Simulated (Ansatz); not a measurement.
**Hf: energy against strain**

Hf (hcp, P6_3/mmc, 21.613 Å³/atom at rest, c along z) under an equal strain ε in the (0001) plane with the normal axis free, as in a coherent film. PBEsol in Ansatz, a plane-wave DFT program (PAW, default set), 420 eV, 21×21×12 Γ-centred mesh, Fermi-Dirac smearing 0.10 eV; ions are relaxed within the symmetry of each cell.

Here s stands for strain and y for E less E0.

```
strain (%)  E less E0 (meV/atom)
----------  --------------------
-3.00                          ?
-1.50                       6.85
-1.00                       3.10
-0.50                       0.83
0.00                        0.00
0.50                        0.59
1.00                        2.56
1.50                        5.88
```

Fit y of the 7 rows that show it with a parabola. Least squares gives y = 0.002 - 0.3021·s + 2.8281·s². Residuals (row less fit): 0.032, -0.032, -0.030, -0.002, 0.032, 0.032, -0.032; standard error 0.039 (degrees of freedom: 4). Twice the quadratic coefficient over the volume, 2 × 2.8281 meV × 10⁴ × 0.1602 / 21.613 Å³, is twice the biaxial elastic modulus of this plane = 419 ± 3 GPa.

Problem. Predict the withheld y at s = -3.00 from the fit, and compare with the calculation.

Solution. y = 0.002 - 0.3021 × (-3.0) + 2.8281 × (-3.0)² = 26.361 meV/atom. The calculation gives 27.12 meV/atom, 0.759 meV/atom above the prediction (2.8 % of the range of y in the table). The row lies outside the fitted rows, so this is an extrapolation. From the scatter of the fitted rows alone, a prediction at this place has a standard error of 0.148 meV/atom, so the miss is 5.1 times that.

One order more, fitted to all 13 runs of the series, follows each within 0.02, so the miss is the next term of a smooth law. In a metal these values are sensitive to mesh and smearing; energies are taken to zero smearing, stresses follow the free energy. Rows are the converged runs of the series near zero and its far end; series whose fitted rows scatter by over a few per cent of the range, as at a crossing or softening among them, aren't shown in this form. Most that stay on the fit to the last digits aren't either.
